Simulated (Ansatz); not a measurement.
Defect: N-vacancy pair (N on one host C site, one C site vacant) in 3C silicon carbide, charge state +1. Computed with PBE, PAW (plane waves to 420 eV; Ansatz, a first-principles code).

Settings: 64 host sites, the relaxed PBE lattice, a 2×2×2 k-point mesh shifted by half a step, smearing 0.01 eV, spin-restricted, no image-charge correction. Energies are static. The charge state is imposed; whether it is stable for some Fermi level was not computed. Forms of the defect that were not tried may lie lower. On the k-point mesh the defect's levels are only partly filled at one site or more.

Barriers: single points on a 3×3×3 k-point mesh shifted by half a step at the bands' geometries.

Relaxed starting cell (atoms counted from 1):

```
CELL_PARAMETERS angstrom
      8.76000     0.00000     0.00000
      0.00000     8.76000     0.00000
      0.00000     0.00000     8.76000
ATOMIC_POSITIONS crystal
  Si 0.00081 0.00290 0.00160
  Si 0.99788 0.99668 0.50243
  Si 0.00850 0.49284 0.98607
  Si 0.99677 0.50237 0.50373
  Si 0.49684 0.00264 0.00083
  Si 0.50043 0.99983 0.49968
  Si 0.49777 0.49932 0.00123
  Si 0.50148 0.50075 0.50056
  N  0.12684 0.12052 0.38298
  C  0.12244 0.12435 0.87168
  C  0.12175 0.62592 0.37891
  C  0.12649 0.62844 0.86954
  C  0.62381 0.12525 0.37389
  C  0.62557 0.12604 0.87785
  C  0.62527 0.62539 0.37364
  C  0.62343 0.62538 0.87721
  Si 0.01503 0.26565 0.26402
  Si 0.99748 0.24869 0.74758
  Si 0.00042 0.74799 0.24954
  Si 0.99839 0.75264 0.75025
  Si 0.49887 0.25130 0.25001
  Si 0.50119 0.25024 0.75050
  Si 0.49635 0.74744 0.25018
  Si 0.49981 0.75081 0.75133
  C  0.12388 0.37389 0.62381
  C  0.12409 0.87643 0.12693
  C  0.12503 0.87633 0.62434
  C  0.62454 0.37520 0.12554
  C  0.62456 0.37516 0.62533
  C  0.62436 0.87592 0.12594
  C  0.62445 0.87566 0.62555
  Si 0.24936 0.00023 0.24908
  Si 0.25000 0.99894 0.75149
  Si 0.23719 0.48613 0.26378
  Si 0.25167 0.50234 0.74639
  Si 0.75256 0.00368 0.25085
  Si 0.74921 0.99990 0.75142
  Si 0.75122 0.49903 0.24936
  Si 0.74755 0.50125 0.75053
  C  0.36399 0.13473 0.12584
  C  0.37501 0.12301 0.62635
  C  0.36507 0.61567 0.12805
  C  0.37624 0.62708 0.62305
  C  0.88622 0.13446 0.13031
  C  0.87413 0.12405 0.62232
  C  0.88191 0.61812 0.12340
  C  0.87263 0.62746 0.62732
  Si 0.23988 0.26150 0.98740
  Si 0.25253 0.24948 0.50522
  Si 0.24864 0.74832 0.00154
  Si 0.24980 0.75080 0.49984
  Si 0.75264 0.25223 0.00228
  Si 0.74742 0.24983 0.49994
  Si 0.75149 0.74847 0.00021
  Si 0.74910 0.75106 0.50003
  C  0.37621 0.37138 0.37972
  C  0.37638 0.37753 0.87057
  C  0.37292 0.87711 0.37422
  C  0.37406 0.87475 0.87758
  C  0.87277 0.37636 0.38015
  C  0.87261 0.37371 0.87049
  C  0.87628 0.87574 0.37355
  C  0.87501 0.87697 0.87750
```
Cell charge +1.

End state 1 differs by these moves (Å; atoms that move under 0.08 Å are left out):

| atom | element | Δx | Δy | Δz |
|---|---|---|---|---|
| 3 | Si | -0.19 | -0.04 | 0.26 |
| 10 | C | -0.06 | 0.09 | 0.02 |
| 12 | C | -0.09 | -0.11 | 0.08 |
| 14 | C | 0.07 | 0.07 | 0.00 |
| 16 | C | 0.09 | -0.08 | -0.03 |
| 17 | Si | -0.13 | -0.14 | -0.10 |
| 18 | Si | -0.08 | 0.12 | -0.09 |
| 34 | Si | 0.13 | 0.13 | -0.11 |
| 39 | Si | 0.12 | -0.10 | -0.12 |
| 40 | C | 0.08 | -0.08 | 0.00 |
| 42 | C | 0.09 | 0.08 | -0.03 |
| 44 | C | -0.07 | -0.11 | 0.02 |
| 46 | C | -0.08 | 0.08 | 0.07 |
| 48 | Si | 0.07 | -0.09 | 0.11 |
| 52 | Si | 0.08 | 0.09 | 0.12 |
| 61 | C | 2.24 | -0.02 | 2.29 |

### Question
Give the forward and backward barriers to end state 1 at the level PBE, PAW.

### Answer
forward 3.90 eV, backward 3.80 eV; at the saddle point atom 61 has neighbours Si at 1.82, 2 Si at 2.05, Si at 2.25, Si at 2.32 Å. The program found a first-order saddle point.
